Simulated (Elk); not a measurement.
Elk run on Pb (Fm-3m, 1 atom in the cell): self-consistent single point.

Computed with PBE, all-electron FP-LAPW, Elk's shipped species files, default APW+lo basis in Elk.

```
Pb
1.0
    0.00000     2.46758     2.46758
    2.46758     0.00000     2.46758
    2.46758     2.46758     0.00000
Pb
1
Direct
  0.00000   0.00000   0.00000
```

Reference input (self-consistent single point, DFT, PBE, all-electron FP-LAPW, Elk's shipped species files, default APW+lo basis): xctype = 20; swidth = 0.00367493 Ha; ngridk = 8 8 8; maxscl = 100. This run's input differs from it in these lines:

```diff
@@ -30,3 +30,3 @@
 ngridk
-  8 8 8
+  7 7 7
```

The program printed (abridged):

```
│ Self-consistent loop started │
│ Loop number : 1 │
 total energy                :     -20934.8873875
│ Loop number : 2 │
 total energy                :     -20934.8853636
RMS change in Kohn-Sham potential (target) :   0.1847765336     (  0.1000000000E-05)
Absolute change in total energy (target)   :   0.2023897054E-02 (  0.1000000000E-03)
│ Loop number : 3 │
 total energy                :     -20934.2418219
RMS change in Kohn-Sham potential (target) :   0.1635252291     (  0.1000000000E-05)
Absolute change in total energy (target)   :   0.6440477101     (  0.1000000000E-03)
│ Loop number : 4 │
   [... lines left out ...]
Absolute change in total energy (target)   :   0.1048730039E-02 (  0.1000000000E-03)
│ Loop number : 13 │
 total energy                :     -20928.7938256
RMS change in Kohn-Sham potential (target) :   0.1149444743E-06 (  0.1000000000E-05)
Absolute change in total energy (target)   :   0.2841765854E-03 (  0.1000000000E-03)
│ Loop number : 14 │
 total energy                :     -20928.7938264
RMS change in Kohn-Sham potential (target) :   0.3189381650E-07 (  0.1000000000E-05)
Absolute change in total energy (target)   :   0.7021571582E-04 (  0.1000000000E-03)
Convergence targets achieved

│ Loop number : 15 │

Energies :
 Fermi                       :     0.231405057358
 total energy                :     -20928.7938267

Density of states at Fermi energy :    8.272917771
 (states/Hartree/unit cell)

Estimated indirect band gap :   0.1687051771E-01
 from k-point     17 to k-point     16
Estimated direct band gap   :   0.6812028111E-01
 at k-point     17

Charges :
 core                        :    68.00000000
 valence                     :    14.00000000
 interstitial                :    1.672397993
 muffin-tins (core leakage)
  species :    1 (Pb)
   atom    1                 :    80.32760201     (  0.1194869835E-02)
 total in muffin-tins        :    80.32760201
 total calculated charge     :    81.99895858
 total charge                :    82.00000000
 error                       :   0.1041424789E-02

│ Self-consistent loop stopped │
```

The run converged in 15 iterations. The count includes the last loop, which Elk runs after its targets are met. Against the reference run the free energy goes up by 11.5 meV/atom.

The starting cell has typed, rounded lattice constants, without a prior relaxation at this level. Its lattice was rescaled by up to half a per cent. Spin-orbit coupling is off. Values depend on the basis (sphere radii, cutoffs, local orbitals), which need not be converged. The log's line on a gap gives a spacing of levels on this mesh, which the program prints for metals too.
